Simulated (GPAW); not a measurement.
Worked example: self-consistent single point of Fe (Im-3m, 1 atom in the cell) in GPAW.

Level of theory: PBE, GPAW PAW datasets PBE (gpaw-data 1.0.1) (plane waves; GPAW).

The change in words: lattice scaled by 0.98. Reference geometry:
```xyz
1
Lattice="-1.4350 1.4350 1.4350 1.4350 -1.4350 1.4350 1.4350 1.4350 -1.4350" Properties=species:S:1:pos:R:3 pbc="T T T"
Fe     0.0000     0.0000     0.0000
```
Moments meant for the start (each program seeds them in its own way; μB, in the order of the atoms Fe): 2.5.

Reference input (self-consistent single point, DFT PBE, plane waves, GPAW PAW datasets PBE (gpaw-data 1.0.1)): spinpol = true; mode = pw; ecut = 800 eV; xc = PBE; kpts = 11 11 11; mesh shift (steps) = 0 0 0; occupations.name = fermi-dirac; occupations.width = 0.1 eV; nbands = -5; convergence.forces = 0.001 eV/Å; symmetry.symmorphic = false; symmetry.tolerance = 0.0005. This run's input differs from it in these lines:

```diff
@@ -5,5 +5,5 @@
 atoms = Atoms(['Fe'],
-              cell=[[-1.435000, 1.435000, 1.435000],
-                    [1.435000, -1.435000, 1.435000],
-                    [1.435000, 1.435000, -1.435000]],
+              cell=[[-1.406300, 1.406300, 1.406300],
+                    [1.406300, -1.406300, 1.406300],
+                    [1.406300, 1.406300, -1.406300]],
               positions=[[0.000000, 0.000000, 0.000000]],
```

Output (repeated stretches shortened):

```
     iter     time        total  log10-change:         magmom
                         energy   eigst   dens  force
iter:   1 --:--:--    -8.953289                          +2.5044
iter:   2 --:--:--    -9.018877   -1.32  -1.45           +2.2908
iter:   3 --:--:--    -9.032978   -1.75  -1.47           +2.1281
iter:   4 --:--:--    -9.100588   -1.77  -1.72           +2.1668
iter:   5 --:--:--    -9.167290   -2.07  -1.38           +2.1524
iter:   6 --:--:--    -9.037690   -2.05  -1.49           +2.1275
iter:   7 --:--:--    -9.037269   -3.44  -2.46           +2.1365
iter:   8 --:--:--    -9.038016c  -3.98  -2.70           +2.1527
   [... lines left out ...]
iter:  11 --:--:--    -9.038716c  -5.05  -2.97           +2.1854
iter:  12 --:--:--    -9.038691c  -6.63  -3.80           +2.1831
iter:  13 --:--:--    -9.038652c  -6.59  -3.74           +2.1809
iter:  14 --:--:--    -9.038630c  -5.55  -3.88           +2.1803
iter:  15 --:--:--    -9.038645c  -6.29  -4.05c          +2.1812
iter:  16 --:--:--    -9.038620c  -7.00  -4.23c          +2.1796
iter:  17 --:--:--    -9.038625c  -7.78c -4.33c          +2.1799
iter:  18 --:--:--    -9.038629c  -7.16  -4.25c          +2.1802
iter:  19 --:--:--    -9.038625c  -7.70c -4.45c -23.28c   +2.1800
Converged after 19 iterations.

Dipole moment: (0.000000, -0.000000, 0.000000) |e|*Ang

Total magnetic moment: (0.000000, 0.000000, 2.179979)
Local magnetic moments:
   0 Fe ( 0.000000,  0.000000,  2.214237)

Energy contributions relative to reference atoms: (reference = -34619.454600)

Kinetic:         +8.931461
Potential:       -7.474181
External:        +0.000000
XC:             -10.573912
Entropy (-ST):   -0.033070
Local:           +0.094542
SIC:             +0.000000
--------------------------
Free energy:     -9.055161
Extrapolated:    -9.038625

Spin contamination: 0.052940 electrons
Showing only first 2 kpts
                      Up                     Down
 Kpt  Band  Eigenvalues  Occupancy  Eigenvalues  Occupancy
  0     2      8.08988    1.00000      9.99335    0.99082
   [... lines left out ...]
  1     5      9.35594    0.99998     12.11141    0.00000

Fermi level: 10.46151

No gap
No difference between direct/indirect transitions
Energy (eV): -9.038625

Forces in eV/Ang:
  0 Fe    0.00000    0.00000    0.00000

Stress tensor:
    -0.044434    -0.000000    -0.000000
    -0.000000    -0.044434     0.000000
    -0.000000     0.000000    -0.044434
Stress (GPa, Voigt): [-7.1192 -7.1192 -7.1192  0.     -0.     -0.    ]
```

The run converged in 19 iterations. GPAW prints stress with tension positive. Against the reference run the free energy goes up by 6.0 meV/atom, the pressure goes from -5.16 to 7.12 GPa and the size of the net moment goes from 2.25 to 2.18 μB/atom.

The starting cell has typed, rounded lattice constants, without a prior relaxation at this level. For this run, on top of that: lattice scaled by 0.98. With one magnetic atom in the cell only a parallel order is possible. With a pressure of about 7 GPa the cell is away from its equilibrium volume at this level.
